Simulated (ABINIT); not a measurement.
ABINIT 10.0.3, DFT, PBE, plane waves, JTH v2.0 PBE PAW: zinc-blende InP, 2 atoms. Basis and mesh were picked for this test and aren't claimed converged.

```json
{
 "cell": "4.15, 4.15, 4.15 Å; 60, 60, 60°",
 "task": "scf",
 "ecut": "15 Ha",
 "pawecutdg": "30 Ha",
 "nband": "16",
 "k mesh (ngkpt)": "10×10×10",
 "shiftk": "0×0×0",
 "nstep": "100",
 "tolvrs": "1e-09",
 "occopt": "7",
 "tsmear": "0.002 Ha",
 "prtwf": "0",
 "prtden": "0",
 "paral_kgb": "0",
 "wfoptalg": "10 (default)",
 "nline": "4 (default)",
 "kptopt": "1 (default)",
 "k-points after symmetry": "47",
 "bands": "16",
 "symmetry_operations": "24"
}
```

Settings of this run: diemac = 12, iscf = 17, npulayit = 7, diemix = 0.2, dielng = 1.07748, iprcel = 0; 4 ranks.

| iteration | deltaE (Ha) | residm | nres2 |
|---|---|---|---|
| 1 | -6.469E+01 | 8.917E-02 | 2.359E+00 |
| 2 | -3.560E-02 | 2.108E-02 | 1.368E+00 |
| 3 | 6.367E-03 | 3.229E-03 | 5.089E-01 |
| 4 | 1.745E-03 | 1.900E-03 | 1.083E-01 |
| 5 | -1.495E-04 | 9.961E-04 | 2.498E-02 |
| 6 | 8.284E-05 | 3.482E-04 | 3.615E-03 |
| 7 | -4.006E-05 | 4.135E-04 | 1.244E-03 |
| 8 | -8.267E-06 | 3.269E-05 | 2.781E-04 |
| 9 | -3.475E-06 | 3.060E-05 | 1.224E-04 |
| 10 | -7.431E-07 | 2.325E-05 | 1.811E-05 |
| 11 | -7.245E-07 | 4.792E-05 | 9.446E-06 |
| 12 | -4.314E-07 | 3.038E-05 | 6.104E-06 |
| 13 | -2.772E-07 | 5.212E-05 | 3.805E-06 |
| 14 | -1.768E-07 | 3.848E-05 | 2.454E-06 |
| 15 | -1.130E-07 | 6.211E-05 | 1.544E-06 |
| 16 | -7.241E-08 | 4.601E-05 | 9.868E-07 |
| 17 | -4.642E-08 | 7.074E-05 | 6.323E-07 |
| 18 | -2.987E-08 | 5.133E-05 | 4.055E-07 |
| 19 | -1.925E-08 | 7.485E-05 | 2.603E-07 |
| 20 | -1.263E-08 | 5.313E-05 | 1.670E-07 |
| 21 | -8.038E-09 | 7.363E-05 | 1.073E-07 |
| 22 | -5.259E-09 | 5.099E-05 | 6.820E-08 |
| 23 | -3.336E-09 | 6.749E-05 | 4.373E-08 |
| 24 | -2.151E-09 | 4.563E-05 | 2.790E-08 |
| 25 | -1.395E-09 | 5.779E-05 | 1.787E-08 |
| 26 | -9.045E-10 | 3.841E-05 | 1.146E-08 |
| 27 | -5.951E-10 | 4.704E-05 | 7.339E-09 |
| 28 | -3.810E-10 | 3.076E-05 | 4.729E-09 |
| 29 | -2.496E-10 | 3.669E-05 | 3.054E-09 |
| 30 | -1.669E-10 | 2.368E-05 | 1.953E-09 |
| 31 | -1.103E-10 | 2.770E-05 | 1.245E-09 |
| 32 | -7.140E-11 | 1.769E-05 | 7.900E-10 |

It converged after 32 SCF iterations.

The cycle is slow. Which setting should be changed?

One answer among several that fit: diemix = 0.7 (default) (10 SCF iterations) or diemix = 1 (11 SCF iterations), all else kept; the first takes 5.9 s against 15 s on an otherwise empty node (Intel Xeon 6 (Granite Rapids)). The first change moves the result by: energy under 0.001 meV/atom, pressure equal as printed.
